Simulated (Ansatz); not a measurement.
# Refining one setting for MgRh (Pm-3m, 2 atoms in the cell)

```cif
data_MgRh
_chemical_formula_sum 'Rh1 Mg1'
_space_group_name_H-M_alt 'P 1'
_space_group_IT_number 1
_cell_length_a 3.09920
_cell_length_b 3.09920
_cell_length_c 3.09920
_cell_angle_alpha 90.000
_cell_angle_beta 90.000
_cell_angle_gamma 90.000
loop_
_space_group_symop_operation_xyz
  'x, y, z'
loop_
_atom_site_label
_atom_site_type_symbol
_atom_site_fract_x
_atom_site_fract_y
_atom_site_fract_z
_atom_site_occupancy
Rh1 Rh 0.50000 0.50000 0.50000 1
Mg1 Mg 0.00000 0.00000 0.00000 1
```

Method of the run: PBEsol, default PAW files made with PBE (plane waves; Ansatz, a program for electronic structure).

The starting cell comes from a database of published, mostly measured structures (it also holds non-ambient and calculated ones), without a prior relaxation at this level. Spin polarisation is off. Ansatz's pressure includes its estimate of the finite-basis (Pulay) stress.

Held fixed: basis.ecutwfc = 420 eV; hamiltonian.xc = pbesol; hamiltonian.pseudopotentials = {kind: paw} (the program's default PAW files); scf.occupations.method = gaussian; scf.occupations.width = 0.136 eV.

ΔF is the free energy per atom less that of the last row (26 26 26).

The series runs over kpoints.mp_grid.grid = 1 1 1; 2 2 2; 3 3 3; 4 4 4; 5 5 5; 6 6 6; 7 7 7; 9 9 9; 10 10 10; 11 11 11; 12 12 12; 14 14 14; 17 17 17; 21 21 21; 26 26 26.

Question: From which setting on does the energy stay within 5 meV/atom of the last one?

Answer: From kpoints.mp_grid.grid = 9 9 9 on; the one before it is off by 6.0 meV/atom.

```
kpoints.mp_grid.grid  ΔF (meV/atom)  pressure (GPa)  k-points  iterations
--------------------  -------------  --------------  --------  ----------
1 1 1                       -2067.1           -8.42         1           7
2 2 2                         872.2           10.13         4           6
3 3 3                          75.4           -0.89         4           6
4 4 4                         -73.9           -3.20        10           6
5 5 5                          58.5           -0.84        10           6
6 6 6                         -19.7           -2.36        20           6
7 7 7                           6.0           -1.87        20           6
9 9 9                          -4.6           -2.07        35           6
10 10 10                        2.4           -1.90        56           6
11 11 11                       0.45           -1.95        56           6
12 12 12                      -1.48           -2.01        84           6
14 14 14                       0.23           -1.96       120           6
17 17 17                      -0.56           -1.98       165           6
21 21 21                       0.24           -1.95       286           6
26 26 26                       0.00           -1.96       560           6
```

Keys are those of Ansatz 0.2.
